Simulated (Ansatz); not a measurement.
Base system: SnSe in the GeS type structure (space group Pnma, No. 62; layered, stacked along the Cartesian x axis).

```cif
data_Se4Sn4
_chemical_formula_sum 'Sn4 Se4'
_space_group_name_H-M_alt 'Pnma'
_space_group_IT_number 62
_space_group_name_Hall '-P 2ac 2n'
_cell_length_a 11.53579
_cell_length_b 4.12093
_cell_length_c 4.57816
_cell_angle_alpha 90.000
_cell_angle_beta 90.000
_cell_angle_gamma 90.000
loop_
_space_group_symop_operation_xyz
  'x, y, z'
  '-x, -y, -z'
  '-x+1/2, -y, z+1/2'
  'x+1/2, y, -z+1/2'
  'x+1/2, -y+1/2, -z+1/2'
  '-x+1/2, y+1/2, z+1/2'
  '-x, y+1/2, -z'
  'x, -y+1/2, z'
loop_
_atom_site_label
_atom_site_type_symbol
_atom_site_symmetry_multiplicity
_atom_site_Wyckoff_symbol
_atom_site_fract_x
_atom_site_fract_y
_atom_site_fract_z
_atom_site_occupancy
Sn1 Sn 4 c 0.11799 0.25000 0.11649 1
Se1 Se 4 c 0.35352 0.25000 0.01467 1
```

Calculations: DFT with r2SCAN+rVV10, PAW potentials and a 500 eV plane-wave cutoff in Ansatz (a program for electronic structure), without spin-orbit coupling.

Before the change:

| Quantity | Value |
|---|---|
| Pressure | 0.00 GPa |
| Smallest direct gap | 1.18 eV |

It is then changed as follows: every lattice vector is shortened by 0.92 %, atoms relaxed at fixed cell.

Problem. How does this affect the mean gap deformation potential ΔEg/Δln V, pressure, energy relative to the base and smallest direct gap?

Solution. The mean gap deformation potential ΔEg/Δln V comes out as +5.3 eV; the pressure (mean of the normal stresses, compression positive) goes from zero to 0.96 GPa; the energy grows by 2.1 meV/atom; the smallest direct gap shrinks by 0.08 eV, from 1.18 eV to 1.10 eV.

The cells carry an imposed strain or load. No phonon test of stability was made.
